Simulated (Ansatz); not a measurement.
Li interstitial in monoclinic HfO2

Level of theory: PBE, PAW (plane waves to 420 eV; Ansatz, a program for electronic structure). The supercell holds 96 host sites (2×2×2 repeats of the unit cell), with a 2×2×2 shifted k-point sampling for the final energies. Site at the start: void with 3O nearest, no. 1. Finite-size correction: monopole term and site-potential alignment. Dielectric constants: PBE linear response of the host. Host gap at this level: 4.04 eV. Finite-size and sampling errors can reach tenths of an eV here. PBE underestimates the host's gap, which shifts levels and can delocalise carriers. Spin–orbit coupling is left out, which matters for these heavy elements. Each state is the lowest found from its start.

Formation energies E_f are given with the Fermi level at the valence-band maximum. Chemical conditions: Hf-rich (Δμ(Li) = -0.17 eV, bounded by Li2O (Fm-3m); only phases computed here count, gases as isolated molecules at 0 K); O-rich (Δμ(Li) = -2.82 eV, bounded by Li2O2 (P6_3/mmc); only phases computed here count, gases as isolated molecules at 0 K). Reference phases: Li: bcc Li.

The name describes the start; the neighbours show where the added atom ended.

| charge | moment (μB) | point group | largest move off a lattice site (Å) | neighbours of the added atom at the end (Å) | image correction with alignment (eV) | E_f, Hf-rich (eV) | E_f, O-rich (eV) |
|---|---|---|---|---|---|---|---|
| +1 | not spin-polarised | C1 | 0.20 | O 1.81, O 1.88, O 2.08, O 2.17, O 2.19, Hf 2.46, Hf 2.62 | 0.14 | -2.52 | 0.13 |
| 0* | quenched | C1 | 0.20 | O 1.82, O 1.88, O 2.11, O 2.15, O 2.17, Hf 2.46, Hf 2.61 | – | – | – |

* At this level the carrier isn't localised at the defect: at charge 0 electrons occupy the conduction band. Such a state is shallow or no state of the defect, and this cell gives it no level.

Point groups are those of the whole cell at tolerances of 0.03 and 0.1 Å ("near" where only the looser one holds); none is given for unsettled states.

Starting moments that weren't kept: charge 0 began with 1 μB and ended with 0.0.

No other site or start that was run ended lower by more than 0.1 eV.

Flagged in the runs: a host whose relaxation on this sampling wasn't shown to rest, a strain field that reaches the edge of the cell.
